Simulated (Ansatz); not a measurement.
## Effect of uniaxial strain ε_zz = +2.00 % on Ge

Base system: Ge in the diamond structure (space group Fd-3m, No. 227; a = 5.674 Å). Axes: x, y, z lie along the cube axes.

The change: uniaxial strain ε_zz = +2.00 %, all other strain components held at zero, atoms relaxed at fixed cell.

Method: r2SCAN, PAW, 500 eV (Ansatz, a quantum-chemistry and plane-wave program; without spin-orbit coupling). Settings: 10×10×10 k-points, 0.05 eV Fermi–Dirac smearing.

| quantity | base | changed | shift |
|---|---|---|---|
| volume per atom | 22.84 Å³ | 23.30 Å³ | +0.46 Å³ |
| space group | Fd-3m (No. 227) | I4_1/amd (No. 141) | – |
| energy relative to the base (free energy F) | 0 meV/atom | +3.5 meV/atom | +3.5 meV/atom |
| pressure (mean of the normal stresses, compression positive) | 0.01 GPa | -1.32 GPa | -1.33 GPa |
| band gap | 0.36 eV | 0.11 eV | -0.25 eV |
| gap character | direct at Γ | direct at Γ | – |
| valence-band top at Γ (three highest levels, from the VBM) | 0.00, 0.00, 0.00 eV | 0.00, 0.00, -0.16 eV | – |
| valley order (the lowest conduction-band minima on the path, energy above the VBM, named in the base's zone) | Γ 0.36 eV; L along ⟨111⟩ 0.44 eV; a point along ⟨100⟩, about 0.9 Å⁻¹ from Γ 0.79 eV | Γ 0.11 eV; L along [1-11] 0.31 eV; a point along [100], about 0.9 Å⁻¹ from Γ 0.70 eV; a point along [001], about 0.9 Å⁻¹ from Γ 0.89 eV | – |
| stress (xx, yy, zz, yz, xz, xy; compression positive) | – | (-0.77, -0.77, -2.42, 0.00, 0.00, 0.00) GPa | – |

Cost of the whole job for the changed cell (relaxation, final SCF and bands): around 30 core-seconds (rough).

Stability against distortions was not tested. The real Ge has an indirect gap at ambient pressure; r2SCAN orders its close-lying valleys differently. The zero or small gap of Ge under uniaxial strain ε_zz = +2.00 % can change with the level of theory. Labels are those of the standard path for the cell's own space group.
